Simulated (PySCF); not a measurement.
PySCF 2.14.0, CAM-B3LYP/def2-tzvp, df: Zr(OtBu)(H)3 (CC(C)(C)[O][ZrH3]), 18 atoms. The geometry is a generated start, not checked to be a minimum at this level.

```python
import time
import numpy
from pyscf import lib
from pyscf import gto, scf, dft, mp, cc, sgx
lib.logger.TIMER_LEVEL = 4
t0 = time.perf_counter()

mol = gto.M(
    atom='''
Zr     0.46290000     1.50700000    -1.82990000
O      0.00600000     1.19800000    -0.02970000
C     -0.12120000    -0.09580000     0.48750000
C      1.14180000    -0.90730000     0.11670000
C     -0.26180000    -0.01410000     2.01730000
C     -1.38190000    -0.74420000    -0.12470000
H      1.09920000    -1.90610000     0.54780000
H      2.02160000    -0.38760000     0.50870000
H      1.22620000    -0.97890000    -0.98110000
H      0.62760000     0.44690000     2.44090000
H     -0.39510000    -1.00380000     2.44840000
H     -1.12130000     0.60420000     2.26720000
H     -1.25740000    -0.82970000    -1.21300000
H     -2.24110000    -0.10320000     0.08310000
H     -1.56200000    -1.72820000     0.30400000
H     -0.64300000     2.96270000    -2.16560000
H      0.10470000     0.14490000    -3.07380000
H      2.29480000     1.83520000    -1.80390000
''',
    basis='def2-tzvp',
    ecp={'Zr': 'def2-tzvp'},
    max_memory=16000,
    verbose=4,
)
mf = dft.RKS(mol, xc='cam-b3lyp')
mf = mf.density_fit()
mf.chkfile = None
mf.kernel()
print('SCF converged:', mf.converged)
print('E(SCF) = %.10f' % mf.e_tot)
print('basis functions:', mol.nao_nr())
print('integrals held in memory:', getattr(mf, '_eri', None) is not None)
t1 = time.perf_counter()
print('wall of the SCF part: %.3f s' % (t1 - t0))
print('run ended')
```

Effective core potentials: those of the basis set, past Kr.

The program reports basis functions: 267, grid points: 210640.

Hardware: Arm Neoverse V2, 96 cores on 1 socket, no SMT, 1 L3 cache group.

Wall times, medians of two to five repeats, each run alone on the node (launch to exit). Processes are pinned to neighbouring cores unless said otherwise. The build: PyPI wheel: OpenMP (GNU), a bundled serial OpenBLAS 0.3.3 under its C layer, NumPy's threaded OpenBLAS held to generic ARMv8 kernels, libcint, Libxc; another build can shift the numbers. Scratch files lie in a memory file system.

Measured so far:

| cores | layout | wall time |
|---|---|---|
| 2 | 2 threads, 1 BLAS thread | 45 s |
| 4 | 4 threads, 1 BLAS thread | 24 s |

**Question.** Still to be tried: 8 threads, 1 BLAS thread; 16 threads, 1 BLAS thread; 32 threads, 1 BLAS thread; 48 threads, 1 BLAS thread; 64 threads, 1 BLAS thread; 88 threads, 1 BLAS thread. Up to how many cores does parallel efficiency stay at 50 % or above, and where is the shortest time?

**Answer.** Efficiency, counted from 2 cores, stays above one half up to 16 cores and is 39 % at 32. The shortest time, 7.3 s, comes at 32 cores (48, 64: level within 8 % or the scatter of repeats); at 88 the run, laid out as 88 threads, 1 BLAS thread, is slower again (8.7 s). The share that grows most is that of the rest of the SCF (diagonalisation, DIIS, set-up): from 1.3 % of the time on 2 cores to 36 % on 88. The largest part on 88 cores, the rest of the SCF (diagonalisation, DIIS, set-up), takes 0.61 s on 2 and 3.1 s there.

```csv
cores,layout,wall time,speed-up over 2,efficiency,core-seconds
2,"2 threads, 1 BLAS thread",45 s,1.0×,100 %,91
4,"4 threads, 1 BLAS thread",24 s,1.9×,93 %,98
8,"8 threads, 1 BLAS thread",14 s,3.2×,81 %,110
16,"16 threads, 1 BLAS thread",8.9 s,5.1×,64 %,140
32,"32 threads, 1 BLAS thread",7.3 s,6.2×,39 %,230
48,"48 threads, 1 BLAS thread",7.5 s,6.1×,25 %,360
64,"64 threads, 1 BLAS thread",7.5 s,6.1×,19 %,480
88,"88 threads, 1 BLAS thread",8.7 s,5.2×,12 %,770
```
